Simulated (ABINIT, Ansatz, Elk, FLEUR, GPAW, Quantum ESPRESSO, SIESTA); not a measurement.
## One structure in several programs: Ni3Al (Pm-3m, 4 atoms in the cell)

Self-consistent single point, at a second geometry (lattice scaled by 0.98). First geometry:

```
Ni3Al
1.0
    3.57000     0.00000     0.00000
    0.00000     3.57000     0.00000
    0.00000     0.00000     3.57000
Al Ni
1 3
Cartesian
  0.00000   0.00000   0.00000
  0.00000   1.78500   1.78500
  1.78500   0.00000   1.78500
  1.78500   1.78500   0.00000
```
Moments meant for the start (each program seeds them in its own way; μB, in the order of the atoms Al Ni Ni Ni): 0.0 0.5 0.5 0.5.

Shared settings, as Ansatz (a quantum-chemistry and plane-wave program) writes them: kpoints.mp_grid.grid = 7 7 7; scf.occupations.method = gaussian; scf.occupations.width = 0.136 eV. Potentials and cutoffs stand in the table.

| code | model | ΔF from the first geometry (meV/atom) | pressure (GPa) | size of the net moment (μB/atom) | cutoff |
|---|---|---|---|---|---|
| Ansatz | PBE, default PAW files | 22.6 | 11.95 | 0.18 | default |
| SIESTA | GGA PBE, numerical atomic orbitals TZP, PseudoDojo PBE standard norm-conserving potentials (rewritten from UPF to PSML) | 14.1 | 10.39 | 0.18 | grid 400 Ry |
| FLEUR | PBE, all-electron FLAPW (FLEUR), scalar-relativistic valence | – | – | 0.17 | Kmax 4.5 1/bohr |
| GPAW | PBE, GPAW PAW datasets PBE (gpaw-data 1.0.1) | 29.3 | 13.97 | 0.18 | 800 eV |
| ABINIT | PBE, norm-conserving pseudopotentials (PseudoDojo nc-sr-05 PBE standard) | 22.5 | 11.95 | 0.18 | 98 Ry |
| Elk | PBE, all-electron FP-LAPW, Elk's shipped species files, LAPW+lo basis | – | – | 0.17 | rgkmax 8 |
| Quantum ESPRESSO | PBE, PSlibrary ultrasoft (PBE) pseudopotentials | 24.4 | 11.52 | 0.14 | 50 Ry |

For Quantum ESPRESSO (by 1.0 GPa) the energy change implies a higher mean pressure, against the two pressures, than for the other programs: a sign of finite-basis (Pulay) stress.

A dash marks a value that a program does not give, or that is left out as unsure.

On Ansatz's run: the magnetic order is the one reached from the typed start; others were not searched systematically.

The spread over the programs that give each value: ΔF from the first geometry within 15.2 meV/atom; pressure within 3.58 GPa; size of the net moment within 0.04 μB/atom.

SIESTA uses small atom-centred bases, whose incompleteness enters pressures, forces and empty levels differently from a plane-wave cutoff. FLEUR and Elk treat all electrons, but the usual bases taken here (sphere radii, linearisation, local orbitals, empty states) were not tested for convergence, so the values are no reference for the others. Ansatz's pressure is given at a fixed set of plane waves, as the other plane-wave codes print theirs; with its correction for the finite basis it is 12.01 GPa. In the pressure, SIESTA (by 1.56) and GPAW (by 2.02) lie more than 1 GPa from the median of the plane-wave programs.

The starting cell has typed, rounded lattice constants, without a prior relaxation at this level. For this run, on top of that: lattice scaled by 0.98.

Keys are those of Ansatz 0.2.
